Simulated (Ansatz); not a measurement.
Terminations of the (111) surface of fcc Au, measured from the surface 'clean 1x1'. Atoms come from or go to: Au: fcc Au, Bi: rhombohedral Bi, Co: hcp Co, ferromagnetic, Cu: fcc Cu, Fe: bcc Fe, ferromagnetic, In: tetragonal indium, Mg: hcp Mg, Ni: fcc Ni, ferromagnetic, Pt: fcc Pt, Re: hcp Re, W: bcc W. ΔE is the energy of forming the row's surface from that one (negative: more stable at these reservoirs); the vacuum level's shift is aligned on the shared bottom. No zero-point or thermal terms. These are constructed structures in small cells; real faces may alloy, dewet or reconstruct in larger ones, and not all known structures of the face are among them. Slabs of about 12 Å with all that they carry, Fermi-Dirac smearing of 0.1 eV. Bottom of the slabs: a bare face, its two planes held. Relaxed from the named starts with such symmetry as they have, on meshes of like density; energies extrapolated to zero smearing; no spin-orbit coupling, no U. Spin-polarised runs, if any, are marked in brackets, and their order is one that fits the cell; the others ran without spin. A dash marks a value that is undefined for that row (no clear gap, or no work function of a gapped slab) or was not read reliably on its mesh.

Computed with PBE (plane waves to 420 eV, PAW; Ansatz, a program for electronic structure).

```csv
surface,atoms added per 1x1,ΔE per 1x1 (eV),shift of the vacuum level (eV),work function (eV)
a pseudomorphic layer of Re in the other hollow,+1 Re,2.16,0.42,5.60
"(√3x√3)R30° layer of In, one a cell, on the site that continues the host's stacking",+0.333 In,___,-1.21,3.97
a pseudomorphic layer of Mg in the other hollow,+1 Mg,-0.33,-1.07,4.11
"a pseudomorphic layer of Co in the host's stacking [spin, 1.9 μB a cell]",+1 Co,1.39,-0.45,4.72
"a pseudomorphic layer of Fe in the other hollow [spin, 3.1 μB a cell]",+1 Fe,1.20,-0.77,4.39
a layer of Cu in place of the third plane,"-1 Au, +1 Cu",___,0.00,5.22
"a layer of Ni in place of the second plane [spin, 0.4 μB a cell]","-1 Au, +1 Ni",0.39,-0.26,4.92
top plane shifted to the other hollow,none,___,0.01,5.21
"(√3x√3)R30° layer of Bi, one a cell, on the site that continues the host's stacking",+0.333 Bi,___,-1.29,3.87
one row in 3 of the top plane missing,-0.333 Au,0.16,-0.18,5.01
a pseudomorphic layer of W in the host's stacking,+1 W,1.88,0.32,5.50
a layer of Pt in place of the third plane,"-1 Au, +1 Pt",0.08,-0.03,5.14
```

**Question.** Complete the blanks.

**Answer.** 
- (√3x√3)R30° layer of In, one a cell, on the site that continues the host's stacking, ΔE per 1x1 (eV): -0.12
- a layer of Cu in place of the third plane, ΔE per 1x1 (eV): 0.00
- top plane shifted to the other hollow, ΔE per 1x1 (eV): 0.01
- (√3x√3)R30° layer of Bi, one a cell, on the site that continues the host's stacking, ΔE per 1x1 (eV): -0.03
